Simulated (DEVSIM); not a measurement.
Structure: abrupt Si n-p junction, at 250 K.

```tsv
layer (left to right)	material	thickness (μm)	Nd (cm⁻³)	Na (cm⁻³)	τn (s)	τp (s)
1	Si	32.0	3.6e16	-	1.7e-7	1.7e-7
2	Si	2.90	-	4e17	1.7e-7	1.7e-7
```

Left contact: ohmic. Right contact: ohmic. Voltage is applied to the left contact. Recombination: SRH at mid-gap. Mobility is μmin + (μ − μmin)/(1 + (N/Nref)^α).

The device is made up for the run: typed textbook-type constants, with dimensions and the other settings drawn at random. Values at 300 K; Nc and Nv go as T^1.5, mobilities as T to minus their exponent, the gap by Varshni's rule with the affinity fixed.

```csv
parameter,Si
gap (eV),1.124
affinity (eV),4.05
permittivity,11.7
Nc (cm⁻³),2.86e19
Nv (cm⁻³),3.1e19
μn (cm²/Vs),1417
μp (cm²/Vs),470
"μn,min",52
"μp,min",45
"Nref,n",9.7e16
"Nref,p",2.2e17
αn,0.68
αp,0.72
T exponent of μn,2.3
T exponent of μp,2.2
Varshni α (eV/K),0.000473
Varshni β (K),636
```

DEVSIM, 1D drift-diffusion, Boltzmann statistics, complete ionisation; no tunnelling, impact ionisation, image-force lowering or self-heating.

The doping Nd of layer 1 was swept, all else fixed.

```tsv
doping Nd of layer 1 (cm^-3)	dark forward voltage at 100 A/cm² (V)	dark forward voltage at 1 A/cm² (V)	potential step across the device at zero bias (V)	largest field in the device at zero bias (V/cm)
1.1e15	0.902	0.709	0.835	34000
3.6e15	0.894	0.727	0.861	40000
1.1e16	0.891	0.746	0.885	56000
3.6e16	0.892	0.766	0.910	94000
1.1e17	0.894	0.779	0.934	150000
3.6e17	0.895	0.786	0.960	230000
1.1e18	0.893	0.788	0.984	290000
```

From the first row to the last the dark forward voltage at 100 A/cm² goes from 0.902 to 0.893. From the first row to the last the dark forward voltage at 1 A/cm² goes from 0.709 to 0.788.
